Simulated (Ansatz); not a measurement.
GaP (F-43m), r2SCAN with spin-orbit coupling, rigid bands run with Ansatz (a first-principles code): band gap 1.81 eV, N_c = 3.76e19 cm⁻³ and N_v = 2.17e19 cm⁻³ at 300 K, conductivity masses of 0.338 mₑ (electrons) and 0.477 mₑ (holes). Take k_BT = 0.02585 eV.

Question: Find the intrinsic carrier density and the intrinsic Fermi level.

Answer: n_i = √(N_c N_v) exp(−E_g/2k_BT) = 2.86e19 × exp(−35.01) = 1.8e4 cm⁻³. The level lies (k_BT/2) ln(N_v/N_c) = -7 meV from mid-gap (positive towards the conduction band). Each 0.1 eV added to the gap lowers n_i by a factor of 6.9.

Question: A film of it is 3 nm thick. Estimate the confinement energies in an infinite well.

Answer: ħ²π²/(2m t²) = 0.376 eV·nm²/(m/mₑ × t²) gives 124 meV for electrons and 87.6 meV for holes, so the gap would widen to about 2.02 eV. Finite barriers and nonparabolic bands lower this, and with several valleys or bands the heaviest mass along the normal sets the lowest level, not this average.

Question: What built-in voltage has an abrupt junction with N_A = 1e17 and N_D = 1e17 cm⁻³, all dopants ionised?

Answer: V_bi = E_g/e − (k_BT/e) ln(N_c N_v/(N_A N_D)) = 1.81 − 0.02585 × 11.31 = 1.52 V. It follows the computed gap one for one.

Rigid, parabolic bands with the computed gap; masses take one relaxation time for all states. Geometry: cell and atoms relaxed with PBEsol.
